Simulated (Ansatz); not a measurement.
We consider BiO (R3m, No. 160, 2 atoms in the cell; start mp-27945), described by LDA (PAW; Ansatz, a program for electronic structure).

Input:

Ansatz 0.2 input:
```yaml
crystal:
  lattice:
    - [1.9841201779, 1.1455323188, 3.0530728122]
    - [-1.9841201779, 1.1455323188, 3.0530728122]
    - [0.0, -2.2910646376, 3.0530728122]
  atoms:
    - { symbol: Bi, position: [0.0063786467, 0.0063786467, 0.0063786467] }
    - { symbol: O, position: [0.2686113533, 0.2686113533, 0.2686113533] }
basis:
  ecutwfc: 520
  ecutrho_ratio: 4
  xc_grid: 2
kpoints:
  mp_grid: { grid: [18, 18, 18] }
hamiltonian:
  xc: lda
  dispersion: none
  pseudopotentials: { kind: paw }
scf:
  occupations: { method: fermi_dirac, width: 0.05 }
  convergence: { dr2_threshold: 0.0000000002 }
output:
  forces: true
  stress: true
  eigenvalues: true
```

Question: How many irreducible k-points, plane waves at Γ does the program set up, and what pressure does the run end with?

Answer: 580 irreducible k-points, 1133 plane waves at Γ; P = -2.27 GPa, so the cell is stretched on average and its volume would shrink at this level.

Output (set-up and result lines):

```
Crystal: 2 atoms, lattice volume = 41.635 Å³
Basis set: ecut = 520 eV, 1133 PW (Γ), exchange–correlation on 60×60×60 points (8 copies of the dense FFT grid, shifted against one another)
Bands: 15, of which v1, the nominal top of the filled ones, is band 11 counted from 1 (10 counted from 0)
Symmetry: 6 space group operations
Space group: R3m (ITA 160), of the structure as read, at distance tolerance 3.5e-5 Å
k-points: 580 of 5832 (time reversal used)
Functional: x = slater, c = lda
SCF iter   1: F=—  HF=-12639.648658 eV  |F-HF|=—  |Δ(HF+E_count)|=         —  Δρ=2.20e-2  dr2=2.24e-1
SCF iter   2: F=—  HF=-12639.607631 eV  |F-HF|=—  |Δ(HF+E_count)|=   4.10e-2  Δρ=3.20e-3  dr2=5.89e-3
  ...
SCF iter   9: F=—  HF=-12639.605742 eV  |F-HF|=—  |Δ(HF+E_count)|=  1.31e-10  Δρ=8.61e-7  dr2=2.70e-10
SCF iter  10: F=-12639.605742 eV  HF=-12639.605742 eV  |F-HF|=3.64e-12  |Δ(HF+E_count)|=  2.00e-11  Δρ=1.74e-7  dr2=8.37e-12
SCF 1 converged in 10 iterations: F = -12639.605742 eV  dr2 = 8.37e-12
SCF converged after 10 iterations
Free energy (F): -12639.605742 eV
Internal energy: -12639.592957 eV  (E = F + TS)
E sigma→0 (E₀):  -12639.599349 eV
Fermi energy:    10.162156 eV
--- Forces (eV/Å), atoms counted from 1 ---
  atom   1  Bi     0.00000000     0.00000000     0.01532477
  atom   2  O      0.00000000    -0.00000000    -0.01532470
--- Stress (GPa, compression-positive) ---
       -2.334998       0.000000      -0.000000
        0.000000      -2.334998       0.000000
       -0.000000      -0.000000      -2.133003
  P = ⅓ Tr σ = -2.2677 GPa (-22.677 kbar)
```

The PAW data were made under PBE.

Note: cell and atoms aren't relaxed at this level (pressure -2.3 GPa).

A start named mp-… is a Materials Project structure, which need not be a measured phase.
